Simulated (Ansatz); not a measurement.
This Ansatz (an electronic-structure program) input is the reference run, CaS in the rock salt structure (space group Fm-3m, No. 225), computed with Ansatz, PBEsol, PAW, cutoff 420 eV, spin-orbit coupling left out:

Ansatz 0.2 input:
```yaml
crystal:
  lattice:
    - [0, 2.8165996449, 2.8165996449]
    - [2.8165996449, 0, 2.8165996449]
    - [2.8165996449, 2.8165996449, 0]
  atoms:
    - { symbol: Ca, position: [0, 0, 0] }
    - { symbol: S, position: [0.5, 0.5, 0.5] }
basis: { ecutwfc: 420, ecutrho_ratio: 4, xc_grid: 2, fft_grid_basis: typed }
kpoints: { mp_grid: { grid: [10, 10, 10] } }
hamiltonian:
  xc: pbesol
  dispersion: none
  pseudopotentials: { kind: paw }
scf: { occupations: { method: fermi_dirac, width: 0.05 }, convergence: { dr2_threshold: 0.0000000002 } }
output: { forces: true, stress: true }
checkpoint: { write: state.ck, write_every: 1000 }
```

Q: Write the input for this change: biaxial strain −1.00 %, plane normal [001], relaxed out of plane (Cartesian); in-plane vectors clamped, the third vector and the atoms free.

A: 
Ansatz 0.2 input:
```yaml
crystal:
  lattice:
    - [3.9434406834, 0, 0]
    - [0, 3.9434406834, 0]
    - [1.9717203417, -1.9717203417, 2.8306826431]
  atoms:
    - { symbol: Ca, position: [0, 0, 0] }
    - { symbol: S, position: [0.5, 0.5, 0] }
basis: { ecutwfc: 420, ecutrho_ratio: 4, xc_grid: 2, fft_grid_basis: typed }
kpoints: { mp_grid: { grid: [10, 10, 10] } }
hamiltonian:
  xc: pbesol
  dispersion: none
  pseudopotentials: { kind: paw }
scf: { occupations: { method: fermi_dirac, width: 0.05 } }
relax: { f_tol: 0.005, max_steps: 50, cell: { stress_tol: 0.01, fix: [a, b, gamma] } }
output: { forces: true, stress: true }
checkpoint: { write: state.ck, write_every: 1000 }
```
This is the input that was run; other choices of cell and start would serve too.

Stability against distortions was not tested.
